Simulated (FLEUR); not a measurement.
Checking a run of FLEUR on LaTe (Fm-3m, 2 atoms in the cell). The aim is a self-consistent single point with DFT, PBEsol, all-electron FLAPW (FLEUR), scalar-relativistic valence.

This input was run:

```xml
# input of inpgen
scf LaTe
&input film=f /
0.0000000000 0.7071067812 0.7071067812
0.7071067812 0.0000000000 0.7071067812
0.7071067812 0.7071067812 0.0000000000
8.6778780155
1.0 1.0 1.0

2
57 0.0000000000 0.0000000000 0.0000000000
52 0.5000000000 0.5000000000 0.5000000000

&comp jspins=1 /
&exco xctyp='PBEs' /
&kpt div1=7 div2=7 div3=7 /
&end /
# inp.xml
<?xml version="1.0" encoding="UTF-8" standalone="no"?>
<fleurInput fleurInputVersion="0.39">
   <comment>
      scf LaTe                                                                                            
   </comment>
   <calculationSetup>
      <cutoffs Kmax="3.8" Gmax="11.4" GmaxXC="11.4" numbands="0"/>
      <scfLoop itmax="100" minDistance="1.0" maxIterBroyd="15" imix="Anderson" alpha="0.05" precondParam="0.0" spinf="2.0"/>
      <coreElectrons ctail="T" frcor="F" kcrel="0" coretail_lmax="0"/>
      <xcFunctional name="PBEs" relativisticCorrections="F"/>
      <magnetism jspins="1"/>
      <soc l_soc="F" theta="0.0" phi="0.0" spav="F"/>
      <expertModes spex="0" secvar="F"/>
      <geometryOptimization l_f="F" forcealpha="1.0" forcemix="BFGS" epsdisp="0.00001" epsforce="0.00001"/>
      <ldaU l_linMix="F" mixParam="0.05" spinf="1.0"/>
   </calculationSetup>
   <cell>
      <bzIntegration valenceElectrons="27.0" mode="gauss" fermiSmearingEnergy="0.00499791">
         <kPointListSelection listName="default-1"/>
         <!-- k-points included here -->
         <xi:include xmlns:xi="http://www.w3.org/2001/XInclude" href="kpts.xml"> </xi:include>
      </bzIntegration>
      <!-- symmetry operations included here -->
      <xi:include xmlns:xi="http://www.w3.org/2001/XInclude" href="sym.xml"> </xi:include>
      <bulkLattice scale="1.0">
         <bravaisMatrix>
            <row-1>    0.0000000000000000     6.1361863911864480     6.1361863911864480</row-1>
            <row-2>    6.1361863911864480     0.0000000000000000     6.1361863911864480</row-2>
            <row-3>    6.1361863911864480     6.1361863911864480     0.0000000000000000</row-3>
         </bravaisMatrix>
      </bulkLattice>
   </cell>
   <atomSpecies>
      <species name="Lanthanum (La)" element="La" atomicNumber="57">
         <mtSphere radius="2.68" gridPoints="925" logIncrement="0.014"/>
         <atomicCutoffs lmax="10" lnonsphr="8"/>
         <electronConfig flipSpins="F">
            <coreConfig>(1s1/2) (2s1/2) (2p1/2) (2p3/2) (3s1/2) (3p1/2) (3p3/2) (4s1/2) (3d3/2) (3d5/2) (4p1/2) (4p3/2) (4d3/2) (4d5/2)</coreConfig>
            <valenceConfig>(5s1/2) (5p1/2) (5p3/2) (6s1/2) (5d3/2) (5d5/2)</valenceConfig>
            <stateOccupation state="(5d3/2)" spinUp="0.2" spinDown="0.2"/>
            <stateOccupation state="(5d5/2)" spinUp="0.3" spinDown="0.3"/>
         </electronConfig>
         <energyParameters s="6" p="6" d="5" f="4"/>
         <lo type="SCLO" l="0" n="5" eDeriv="0"/>
         <lo type="SCLO" l="1" n="5" eDeriv="0"/>
      </species>
      <species name="Tellurium (Te)" element="Te" atomicNumber="52">
         <mtSphere radius="2.68" gridPoints="925" logIncrement="0.014"/>
         <atomicCutoffs lmax="10" lnonsphr="8"/>
         <electronConfig flipSpins="F">
            <coreConfig>(1s1/2) (2s1/2) (2p1/2) (2p3/2) (3s1/2) (3p1/2) (3p3/2) (4s1/2) (3d3/2) (3d5/2) (4p1/2) (4p3/2)</coreConfig>
            <valenceConfig>(5s1/2) (4d3/2) (4d5/2) (5p1/2) (5p3/2)</valenceConfig>
            <stateOccupation state="(5p1/2)" spinUp="0.6666666666667" spinDown="0.6666666666667"/>
            <stateOccupation state="(5p3/2)" spinUp="1.3333333333333" spinDown="1.3333333333333"/>
         </electronConfig>
         <energyParameters s="5" p="5" d="5" f="4"/>
         <lo type="SCLO" l="2" n="4" eDeriv="0"/>
      </species>
   </atomSpecies>
   <atomGroups>
      <atomGroup species="Lanthanum (La)">
         <relPos label="                   1">.0000000000 .0000000000 .0000000000</relPos>
         <force calculate="T" relaxXYZ="TTT"/>
      </atomGroup>
      <atomGroup species="Tellurium (Te)">
         <relPos label="                   2">1.000/2.000 1.000/2.000 1.000/2.000</relPos>
         <force calculate="T" relaxXYZ="TTT"/>
      </atomGroup>
   </atomGroups>
   <output dos="F" band="F" slice="F">
      <checks vchk="F" cdinf="F"/>
      <bandDOS minEnergy="-.5*Htr" maxEnergy="0.5*Htr" sigma="0.015" storeEVData="T"/>
      <vacuumDOS vacdos="F" integ="F" star="F" nstars="0" locx1="0.0" locy1="0.0" locx2="0.0" locy2="0.0" nstm="0" tworkf="0.0"/>
      <unfoldingBand unfoldBand="F" supercellX="1" supercellY="1" supercellZ="1"/>
      <plotting iplot="0" polar="F">
         <plot TwoD="T" vec1="  1.0  0.0  0.0" vec2="  0.0  1.0  0.0" vec3="  0.0  0.0  1.0" zero="  0.0  0.0  0.0" file="plot"/>
      </plotting>
      <chargeDensitySlicing numkpt="0" minEigenval="0.0" maxEigenval="0.0" nnne="0" pallst="F"/>
      <specialOutput eonly="F"/>
      <magneticCircularDichroism mcd="F" energyLo="-10.0" energyUp="0.0"/>
   </output>
  <!-- We include the file relax.xml here to enable relaxations (see documentation) -->
  <xi:include xmlns:xi="http://www.w3.org/2001/XInclude" href="relax.xml"> <xi:fallback/> </xi:include>
</fleurInput>
```

Log, with long lists cut:

```
      Welcome to FLEUR        (www.flapw.de)
      MaX-Release 8.1          (www.max-centre.eu)

 ========== k-point set info ==========
 Selected k-point list: default-1
 k-point list type: mesh
 7 x 7 x 7
 Number of k points: 20

 ------------Calculation Setup---------------------------
           1           2           4           5          10          20
 Number of basis functions:          464
 Iteration:     1   Distance:       3.81776602 me/bohr^3
 Iteration:     2   Distance:       3.56030389 me/bohr^3
 Iteration:     3   Distance:       1.73835926 me/bohr^3
 Iteration:     4   Distance:       1.20467533 me/bohr^3
 Iteration:     5   Distance:       0.40815096 me/bohr^3
 Run finished successfully
 Stop message:
   all done

[file out, last iteration]
             iter=      5
[...]
          total density-effective poten   -2.5635437545E+04
          total charge density-energy d   -3.7415706271E+02
 Updated energy parameters for spin:           1
[...]
 fermi energy and band-weighting factors:

[...]
FERMIE:
          first approx. to ef    (T=0)  :   0.342558 htr   (energy of the highest occ. eigenvalue)
          number of occ. states  (T=0)  :        274
          first approx. to seigv (T=0)  : -12.436569 htr
          sum of weights of occ. states :  13.539359
          sum of semicore charge        :   0.000000 e
          fermi energy=   0.34116 har   work function=  -9.28346 ev
          number of valence electrons=  27.00000
   [... lines left out ...]
          total moment                 =     0.00000
 Direct bandgap for spin            1 :    7.3246870657087682E-003  Htr
 ---->    free energy=                    -15288.5367731793 htr
   [... lines left out ...]
                       FX_TOT= 0.000000 FY_TOT= 0.000000 FZ_TOT= 0.000000
No new postions, force convergence required= 0.00001; max force distance= 0.00000
---->    distance of charge densities for spin  1                 it=    5:     0.408151 me/bohr**3
GENERALIZED ANDERSON MIXING: alpha=   0.05000 History-length=4
     ******* it=  5  is completed********
```

Question: Is anything amiss in this input, and did it matter?

Answer: The run is not sound. The fault is a convergence threshold that is too loose. A loop that stops early leaves an energy error of second order in the density error, but errors of first order in forces and stress. To fix it, tighten the threshold. The run converged in 5 iterations without an error; against the sound input the total energy falls by 1.5 meV/atom.

The sound input it was made from differs as follows (other fixes are possible):
```diff
-      <scfLoop itmax="100" minDistance="1.0" maxIterBroyd="15" imix="Anderson" alpha="0.05" precondParam="0.0" spinf="2.0"/>
+      <scfLoop itmax="100" minDistance="0.00001" maxIterBroyd="15" imix="Anderson" alpha="0.05" precondParam="0.0" spinf="2.0"/>
-      <geometryOptimization l_f="F" forcealpha="1.0" forcemix="BFGS" epsdisp="0.00001" epsforce="0.00001"/>
+      <geometryOptimization l_f="T" forcealpha="1.0" forcemix="BFGS" epsdisp="0.00001" epsforce="0.00001"/>
```

With that input, the run converged in 15 iterations: total energy -416022.2762 eV; Fermi level (on the code's own zero) 9.33 eV (DFT, PBEsol, all-electron FLAPW (FLEUR), scalar-relativistic valence).

On the sound input: the starting cell comes from a database of computed structures (which also holds hypothetical and non-ambient phases and stackings), without a prior relaxation at this level. Spin-orbit coupling is off. Values depend on the basis (sphere radii, cutoffs, local orbitals), which need not be converged. The log's line on a gap gives a spacing of levels on this mesh, which the program prints for metals too.
